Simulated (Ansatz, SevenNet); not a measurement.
A15 Nb₃Sn (cubic form, which distorts at low temperature), lattice parameter a

Reference value: 5.289 Å (measured, temperature not stated, no zero-point or thermal correction; as tabulated in Priinits et al. (2024), arXiv:2406.00817).

```json
[
 {"level (code)": "SevenNet-0", "value (Å)": "5.332", "difference (%)": "+0.81"},
 {"level (code)": "LDA (Ansatz)", "value (Å)": "5.221", "difference (%)": "-1.29"},
 {"level (code)": "BLYP (Ansatz)", "value (Å)": "5.393", "difference (%)": "+1.97"},
 {"level (code)": "PBE (Ansatz)", "value (Å)": "5.319", "difference (%)": "+0.57"},
 {"level (code)": "PBEsol+SOC (Ansatz)", "value (Å)": "5.258", "difference (%)": "-0.59"},
 {"level (code)": "RPBE (Ansatz)", "value (Å)": "5.350", "difference (%)": "+1.15"},
 {"level (code)": "PBE-D3(BJ) (Ansatz)", "value (Å)": "5.255", "difference (%)": "-0.64"},
 {"level (code)": "PBEsol-D3(BJ) (Ansatz)", "value (Å)": "5.197", "difference (%)": "-1.74"},
 {"level (code)": "r²SCAN (Ansatz)", "value (Å)": "5.304", "difference (%)": "+0.28"},
 {"level (code)": "r²SCAN+rVV10 (Ansatz)", "value (Å)": "5.289", "difference (%)": "0.00"},
 {"level (code)": "HSE06 (Ansatz)", "value (Å)": "5.283", "difference (%)": "-0.11"},
 {"level (code)": "PBE0 (Ansatz)", "value (Å)": "5.289", "difference (%)": "0.00"}
]
```

The reference's temperature isn't stated, so close values are not ranked against it. Off by more than 1.25 %, or 1.75 % on the side where a correction would as a rule narrow the miss (bounds picked here): BLYP (+1.97 %).

The reference isn't brought to a static lattice, while the calculations are for one, so the differences are not the levels' errors alone. A static lattice is as a rule a little smaller than the measured one.  LDA, BLYP, PBE, PBEsol+SOC, RPBE, PBE-D3(BJ), PBEsol-D3(BJ), r²SCAN, r²SCAN+rVV10, HSE06, PBE0: symmetry holds this phase in the static calculation, where it need not be a minimum. HSE06, PBE0: the run has no spin polarisation, so it can have missed a magnetic state. Cutoffs and k meshes differ between the levels. Ansatz's density-functional and Hartree–Fock values are scalar-relativistic unless marked +SOC, with PAW data made under PBE.

Machine-learned potentials (SevenNet-0) are trained on DFT data: a solid inside that data is no test of them.

Differences are worked out from the printed values.

Ansatz is an electronic-structure program.
